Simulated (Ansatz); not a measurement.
Base system: Se (space group P3_121, No. 152; made of chains).

```yaml
crystal:
  lattice:
    - [4.03907, 0.00000, 0.00000]
    - [-2.01954, 3.49794, 0.00000]
    - [0.00000, 0.00000, 5.12041]
  atoms:
    - { symbol: Se, position: [0.24866, 0.24866, 0.50000] }
    - { symbol: Se, position: [0.75134, 0.00000, 0.83333] }
    - { symbol: Se, position: [0.00000, 0.75134, 0.16667] }
```

Levels (all Ansatz, a program for electronic structure, PAW, earlier PAW set): PBEsol (420 eV, without spin-orbit coupling); HSE06 (420 eV, spin-orbit coupling left out).

The geometry is relaxed with PBEsol.

* **PBEsol lowest conduction level above the VBM at special points**: H 0.39 eV; A 0.82 eV; L 1.22 eV; Γ 1.38 eV

With HSE06 at the same geometry, the lowest conduction level above the VBM at special points changes from H 0.39 eV; A 0.82 eV; L 1.22 eV; Γ 1.38 eV to H 1.09 eV; A 1.49 eV; L 1.91 eV; Γ 2.14 eV.

Single points use the geometry relaxed with PBEsol. HSE06 was sampled on its mesh, a few special points and the semilocal edge points, so its gap is an upper bound. The levels and masses belong to the bands next to the band gap. No phonon test of stability was made. No dispersion term is included in the PBEsol runs.
